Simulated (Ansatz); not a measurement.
System: ZnSe (model structure, started from the BeO type, P4₂/mnm, No. 136, 8 atoms in the cell). Method: LDA in Ansatz (PAW).

Settings: plane-wave cutoff 520 eV, 6×6×8 k mesh (along the axes of the cell as run), Fermi–Dirac smearing 0.01 eV, scalar-relativistic PAW data made under PBE.

Cell (relaxed with PBEsol):

ZnSe is modelled in the tetragonal space group P4₂/mnm (No. 136), Pearson symbol tP8. Cell: a = b = 6.860 Å, c = 4.001 Å, α = β = γ = 90.00°. Zn on 4g is surrounded by 4 Se at 2.417–2.473 Å. Se on 4f has 4 Zn at 2.417–2.473 Å. (Neighbours: up to the widest gap in distance over summed covalent radii, below 1.35, at either atom; cation-cation and far metal-metal contacts left out.)

Predict the band gap.


- band gap = 1.24 eV (direct)

Note: the relaxation could raise the start's symmetry but not lower it, so the cell can be a saddle point; cell and atoms aren't relaxed at this level (pressure -2.2 GPa).

Spin–orbit coupling is not included.

The computed numbers hold no vibrational or temperature effects.

A model structure was made by putting elements into a prototype or built by hand; it is no filed structure, need not be a known phase, and can be a saddle point held by its symmetry.

Ansatz is an electronic-structure program.
